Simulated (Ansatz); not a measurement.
# Rh under a change: biaxial strain +2.50 %, plane normal [001], relaxed out of plane

Start from Rh in the fcc (Cu type) structure (space group Fm-3m, No. 225; a = 3.755 Å; relaxed with 0.1 eV smearing). Axes: x, y, z lie along the cube axes.

Modification: biaxial strain +2.50 %, plane normal [001], relaxed out of plane (Cartesian); in-plane vectors clamped, the third vector and the atoms free.

All numbers come from LDA, PAW, 420 eV (Ansatz, a quantum-chemistry and plane-wave program; without spin-orbit coupling). Settings: 30×30×30 k-points, 0.1 eV Fermi–Dirac smearing.

The volume per atom rises by 0.36 Å³ to 13.60 Å³ and the shortest interatomic distance increases by 0.008 bohr, from 5.018 bohr to 5.026 bohr. The energy rises by 25 meV/atom and the band gap is still zero. The out-of-plane strain is -2.24 % and the ratio −ε⊥/ε∥ comes out as 0.89. The mean in-plane stress (compression positive) amounts to -11.3 GPa.

Final structure (turned so that z lies along the plane normal):

```
Rh
1.0
    2.72166     0.00000     0.00000
    0.00000     2.72166     0.00000
    1.36083    -1.36083     1.83560
Rh
1
Direct
  0.00000   0.00000   0.00000
```

Whether these cells are dynamically stable was not tested. All final runs are without spin polarisation. Rh lies near a magnetic instability that expansion can trigger; it was not tested.
